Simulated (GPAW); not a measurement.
GPAW 25.7.0, DFT, PBE, plane waves, PAW datasets of gpaw-data 1.0.1: bcc Fe, atoms displaced, 2 atoms, spin-polarised from a ferromagnetic start (3 μB on Fe). Basis and mesh were picked for this test and aren't claimed converged.

| Item | Value |
|---|---|
| cell | 2.87, 2.87, 2.87 Å; 90, 90, 90° |
| distance to the nearest atom | 2.44 to 2.44 Å |
| task | scf |
| mode.name | pw |
| mode.ecut | 500 eV |
| xc | PBE |
| k mesh | 8×8×8 |
| kpts.gamma | true |
| occupations.name | fermi-dirac |
| occupations.width | 0.1 eV |
| convergence.density (electrons an electron) | 1e-05 |
| maxiter | 150 |
| parallel.kpt | 1 |
| parallel.band | 2 |
| parallel.domain | 4 |
| parallel.sl_auto | false |
| parallel.augment_grids | true |
| eigensolver.name | dav (default) |
| eigensolver.niter | 2 (default) |
| mixer.backend | pulay (default) |
| mixer.method | difference (default) |
| mixer.beta | 0.05 (default) |
| mixer.nmaxold | 5 (default) |
| mixer.weight | 50 (default) |
| convergence.eigenstates (eV² an electron) | 4e-08 (default) |
| convergence.energy (eV an electron) | 0.0005 (default) |
| k-points after symmetry (for each spin) | 260 |
| bands | 18 |
| electrons | 16 |
| plane waves | 624 |
| coarse grid | 15*15*15 |
| symmetry operations | 1 |

It runs on a single node (AMD EPYC (Zen 5), 96 cores on 1 socket, no SMT, 12 L3 cache groups; 94 cores' worth of CPU time may be used).

Run on 8 ranks, it takes 29 s from launch to exit:

```bash
OMP_NUM_THREADS=1 mpirun -np 8 gpaw python run.py
```

From its output:

```
cores: 8
OMP_NUM_THREADS: 1
Symmetries present (total): 1
260 k-points in the irreducible part of the Brillouin zone
Wave functions: Plane wave expansion
  Cutoff energy: 500.000 eV
  Number of coefficients (min, max): 576, 624
  ScaLapack parameters: grid=1x1, blocksize=None
   Davidson(niter=2)
  Coarse grid: 15*15*15 grid
  Fine grid: 30*30*30 grid
  Method: difference
  Backend: pulay
  Linear mixing parameter: 0.05
  old densities: 5
  Damping of long wavelength oscillations: 50
  Calculator: 18.36 MiB
Total number of cores used: 8
Domain decomposition: 2 x 2 x 1
                      2 x 2 x 2 (xc only)
Parallelization over states: 2
Number of atoms: 2
Number of atomic orbitals: 18
Number of bands in calculation: 18
Number of valence electrons: 16
...
Timing:                              incl.     excl.
-----------------------------------------------------------
Forces:                              0.070     0.070   0.3%
Hamiltonian:                         0.026     0.000   0.0%
 Atomic:                             0.000     0.000   0.0%
  XC Correction:                     0.000     0.000   0.0%
 Calculate atomic Hamiltonians:      0.000     0.000   0.0%
 Communicate:                        0.022     0.022   0.1%
 Initialize Hamiltonian:             0.000     0.000   0.0%
 Poisson:                            0.000     0.000   0.0%
 XC 3D grid:                         0.003     0.003   0.0%
LCAO initialization:                 0.908     0.009   0.0%
 LCAO eigensolver:                   0.134     0.003   0.0%
  Calculate projections:             0.001     0.001   0.0%
  DenseAtomicCorrection:             0.002     0.002   0.0%
  Distribute overlap matrix:         0.011     0.011   0.0%
  Orbital Layouts:                   0.036     0.036   0.1%
  Potential matrix:                  0.061     0.061   0.2%
  Sum over cells:                    0.021     0.021   0.1%
 LCAO to grid:                       0.577     0.577   2.1%
 Set positions (LCAO WFS):           0.188     0.004   0.0%
  Basic WFS set positions:           0.000     0.000   0.0%
  Basis functions set positions:     0.000     0.000   0.0%
  P tci:                             0.006     0.006   0.0%
  ST tci:                            0.175     0.175   0.6%
  mktci:                             0.003     0.003   0.0%
PWDescriptor:                        0.029     0.029   0.1%
SCF-cycle:                          25.997     1.095   4.0%
 Davidson:                          23.280     4.638  16.9%
  Apply H:                           3.449     3.267  11.9%
   HMM T:                            0.182     0.182   0.7%
  Subspace diag:                     3.658     0.248   0.9%
   calc_h_matrix:                    2.124     0.361   1.3%
    Apply H:                         1.763     1.665   6.1%
     HMM T:                          0.098     0.098   0.4%
   diagonalize:                      1.023     1.023   3.7%
   rotate_psi:                       0.262     0.262   1.0%
  calc. matrices:                    6.671     3.330  12.1%
   Apply H:                          3.340     3.164  11.5%
    HMM T:                           0.177     0.177   0.6%
  diagonalize:                       3.905     3.905  14.2%
  rotate_psi:                        0.959     0.959   3.5%
 Density:                            0.991     0.000   0.0%
  Atomic density matrices:           0.061     0.061   0.2%
  Mix:                               0.021     0.021   0.1%
  Multipole moments:                 0.001     0.001   0.0%
  Pseudo density:                    0.908     0.908   3.3%
   Symmetrize density:               0.000     0.000   0.0%
 Hamiltonian:                        0.557     0.003   0.0%
  Atomic:                            0.001     0.001   0.0%
   XC Correction:                    0.000     0.000   0.0%
  Calculate atomic Hamiltonians:     0.003     0.003   0.0%
  Communicate:                       0.508     0.508   1.8%
  Poisson:                           0.001     0.001   0.0%
  XC 3D grid:                        0.041     0.041   0.1%
 Orthonormalize:                     0.074     0.010   0.0%
  calc_s_matrix:                     0.012     0.012   0.0%
  inverse-cholesky:                  0.023     0.023   0.1%
  projections:                       0.019     0.019   0.1%
  rotate_psi_s:                      0.010     0.010   0.0%
Set symmetry:                        0.003     0.003   0.0%
Other:                               0.464     0.464   1.7%
-----------------------------------------------------------
Total:                                        27.497 100.0%
```

Each time is the median wall time of two to five repeats, run one at a time on the otherwise empty machine; start-up is included. Unless noted, each process is bound to its own block of adjacent cores. The build: conda-forge: Open MPI, OpenMP, OpenBLAS, FFTW, ScaLAPACK, ELPA; another build can shift the numbers. Scratch files lie in a memory file system.

Question: Read the timing block: which change would cut the largest part, on the same cores and with the result kept within 1.0 meV/atom in energy, 10 meV/Å in forces (largest component), 0.020 μB in site moments?

Answer: The largest part is the band solver (Davidson, Orthonormalize), 81 % of the time from launch to exit. Inside it, applying H to the orbitals takes 8.6 s of 23 s. One change that relieves it (others may too): going from parallel.kpt = 1, parallel.band = 2, parallel.domain = 4 to parallel.kpt = 8, parallel.band = 1, parallel.domain = 1, the fastest of the measured ones that keep the result: 29 s to 8.7 s (3.3× as fast). The largest move is in the band solver (Davidson, Orthonormalize): 23 s to 4.9 s. What the program resolved moves too: domains from 2 x 2 x 1 to 1 x 1 x 1. These two results differ by: energy under 0.001 meV/atom, forces (largest component) under 0.001 meV/Å, site moments under 0.001 μB. Others tried: parallel.kpt = 4, parallel.band = 1, parallel.domain = 2 (13 s); parallel.kpt = 2, parallel.band = 1, parallel.domain = 4 (17 s); parallel.kpt = 2, parallel.band = 2, parallel.domain = 2 (19 s); parallel.kpt = 1, parallel.band = 4, parallel.domain = 2 (33 s); parallel.kpt = 1, parallel.band = 8, parallel.domain = 1 (38 s). 4 planned settings were not run, for want of time.
